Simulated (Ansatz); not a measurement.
Some atoms of an NVE trajectory of composition Si2Mo, cell Si32Mo16, first heated far above this temperature, then brought to it, at a temperature that wasn't checked against the liquidus, so perhaps supercooled [in the run: it was liquid; mean temperature 2243 K (target 2070 K); density 5.01 g/cm³]; time step 2.0 fs, velocity Verlet. All values below come from PBE (plane waves, PAW; Ansatz, an electronic-structure program). On the run's last frame a denser k-mesh moved the forces by 0.082 eV/Å rms, the static pressure by 0.07 GPa and the free energy by 0 meV/atom, which is about how far such values are converged.

```json
[
 {"atom": "Mo1", "mass (u)": "95.950", "x y z (Å)": "2.56138 5.82961 2.28891", "v (Å/fs)": "-0.000648 0.002560 -0.002290", "F (eV/Å)": "1.0403 -0.6760 -0.0346"},
 {"atom": "Mo14", "mass (u)": "95.950", "x y z (Å)": "4.07267 2.62470 3.59232", "v (Å/fs)": "0.004693 -0.003735 0.000346", "F (eV/Å)": "1.0343 -0.7835 0.1613"},
 {"atom": "Si25", "mass (u)": "28.085", "x y z (Å)": "1.39584 3.06284 2.58397", "v (Å/fs)": "0.002284 0.004624 -0.002772", "F (eV/Å)": "1.3961 -1.5976 -0.0198"},
 {"atom": "Si27", "mass (u)": "28.085", "x y z (Å)": "7.48293 5.16943 4.49127", "v (Å/fs)": "-0.004256 0.003101 -0.013222", "F (eV/Å)": "-0.5192 -1.1190 0.3444"},
 {"atom": "Si32", "mass (u)": "28.085", "x y z (Å)": "6.33112 -0.70547 1.02498", "v (Å/fs)": "0.004218 0.003911 0.000307", "F (eV/Å)": "-0.0444 -0.7375 -2.2119"},
 {"atom": "Si46", "mass (u)": "28.085", "x y z (Å)": "1.66053 -1.30403 10.99199", "v (Å/fs)": "-0.004865 -0.008017 -0.000571", "F (eV/Å)": "-0.8229 1.2692 0.5496"}
]
```

Task: Give their positions one step later.

Result: x' = x + vΔt + FΔt²/(2m), with 1 eV/(Å·u) = 0.0096485 Å/fs².
```json
[
 {"atom": "Mo1", "x' y' z' (Å)": "2.56029 5.83459 2.28432"},
 {"atom": "Mo14", "x' y' z' (Å)": "4.08226 2.61707 3.59305"},
 {"atom": "Si25", "x' y' z' (Å)": "1.40137 3.07099 2.57841"},
 {"atom": "Si27", "x' y' z' (Å)": "7.47406 5.17486 4.46507"},
 {"atom": "Si32", "x' y' z' (Å)": "6.33952 -0.69816 1.02408"},
 {"atom": "Si46", "x' y' z' (Å)": "1.65023 -1.31919 10.99123"}
]
```
